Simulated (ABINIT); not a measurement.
ABINIT 10.0.3, DFT, PBE, plane waves, JTH v2.0 PBE PAW: AgSbTeSe (from the phase in space group 123, mp-1229007), 4 atoms. Basis and mesh were picked for this test and aren't claimed converged.

```
Item                                                                Value
----------------------------------------  -------------------------------
cell                                      4.12, 4.12, 6.21 Å; 90, 90, 90°
task                                                                  scf
ecut                                                                15 Ha
pawecutdg                                                           30 Ha
nband                                                                  24
k mesh (ngkpt)                                                      4×4×4
shiftk                                                              0×0×0
nstep                                                                 100
tolvrs                                                              1e-09
occopt                                                                  7
tsmear                                                           0.002 Ha
prtwf                                                                   0
prtden                                                                  0
paral_kgb                                                               1
ranks over k-points and spins (np_spkpt)                                2
ranks over bands (npband)                                               1
ranks over FFT planes (npfft)                                           1
bands a rank in one block (bandpp)                                     24
wfoptalg                                                              114
nline                                                         4 (default)
kptopt                                                        1 (default)
k-points after symmetry                                                18
bands                                                                  24
symmetry operations                                                    16
```

Settings of this run: diemac = 12, iscf = 12, dielng = 1.07748, iprcel = 0; 2 ranks.

| iteration | deltaE (Ha) | residm | nres2 |
|---|---|---|---|
| 1 | -1.388E+02 | 1.137E-04 | 1.542E+00 |
| 2 | 1.071E-02 | 1.504E-05 | 3.266E-01 |
| 3 | 1.276E-03 | 7.811E-06 | 1.176E-01 |
| 4 | 8.335E-05 | 3.864E-07 | 1.001E-01 |
| 5 | -2.489E-04 | 1.205E-06 | 1.358E-01 |
| 6 | -5.857E-04 | 1.020E-06 | 1.530E-01 |
| 7 | 3.577E-04 | 1.465E-06 | 1.687E-01 |
| 8 | -6.424E-04 | 1.037E-06 | 1.777E-01 |
| 9 | 5.421E-04 | 1.493E-06 | 1.833E-01 |
| 10 | -6.371E-04 | 1.081E-06 | 1.867E-01 |
| 11 | 6.005E-04 | 1.774E-06 | 1.886E-01 |
| 12 | -6.324E-04 | 1.081E-06 | 1.897E-01 |
| 13 | 6.200E-04 | 1.972E-06 | 1.903E-01 |
| 14 | -6.306E-04 | 1.184E-06 | 1.907E-01 |
| … | … | … | … |
| 51 | 6.296E-04 | 1.967E-06 | 1.912E-01 |
| 52 | -6.296E-04 | 1.241E-06 | 1.912E-01 |
| 53 | 6.296E-04 | 1.967E-06 | 1.912E-01 |
| 54 | -6.296E-04 | 1.241E-06 | 1.912E-01 |
| 55 | 6.296E-04 | 1.967E-06 | 1.912E-01 |
| 56 | -6.296E-04 | 1.241E-06 | 1.912E-01 |
| 57 | 6.296E-04 | 1.967E-06 | 1.912E-01 |
| 58 | -6.296E-04 | 1.241E-06 | 1.912E-01 |
| … | … | … | … |
| 93 | 6.296E-04 | 1.967E-06 | 1.912E-01 |
| 94 | -6.296E-04 | 1.241E-06 | 1.912E-01 |
| 95 | 6.296E-04 | 1.967E-06 | 1.912E-01 |
| 96 | -6.296E-04 | 1.241E-06 | 1.912E-01 |
| 97 | 6.296E-04 | 1.967E-06 | 1.912E-01 |
| 98 | -6.296E-04 | 1.241E-06 | 1.912E-01 |
| 99 | 6.296E-04 | 1.967E-06 | 1.912E-01 |
| 100 | -6.296E-04 | 1.241E-06 | 1.912E-01 |

It was not converged within nstep = 100 iterations.

Which change of settings makes this cycle converge?

One answer among several that fit: iscf = 14 (15 SCF iterations), all else kept. With more settings changed, the fewest of all runs of this system: diemix = 0.7 (default), iscf = 17 (default), npulayit = 7 (default) (11). Counts are of single runs.
